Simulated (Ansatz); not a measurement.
Structures of equal composition on the (111)B surface of zinc-blende CdTe (Te plane on top): 2x2 Mg adatom at H3; 2x2 Mg adatom at T4. The slabs share one bottom face, and each structure is named by its start. These are constructed structures in small cells; real faces may alloy, dewet or reconstruct in larger ones, and not all known structures of the face are among them. Slabs of about 16 Å with all that they carry, Fermi-Dirac smearing of 0.025 eV. Bottom of the slabs: H caps. Relaxed from the named starts with such symmetry as they have, on meshes of like density; energies extrapolated to zero smearing; no spin-orbit coupling, no U. Spin-polarised runs, if any, are marked in brackets, and their order is one that fits the cell; the others ran without spin. Where a second, spin-polarised start was run, the lower counts.

Host crystal: zinc-blende CdTe, with a band gap (PBE, scalar-relativistic without spin-orbit coupling).

Level of theory: PBE (plane waves to 420 eV, PAW; Ansatz, an electronic-structure program).

### Question
Order them by energy per 1x1 cell (lowest first) at the level PBE.

### Answer
2x2 Mg adatom at H3 (0.000 eV, gap 0.87 eV on the mesh), 2x2 Mg adatom at T4 (0.044 eV (3 Mg–Te bonds formed), gap 0.92 eV on the mesh)
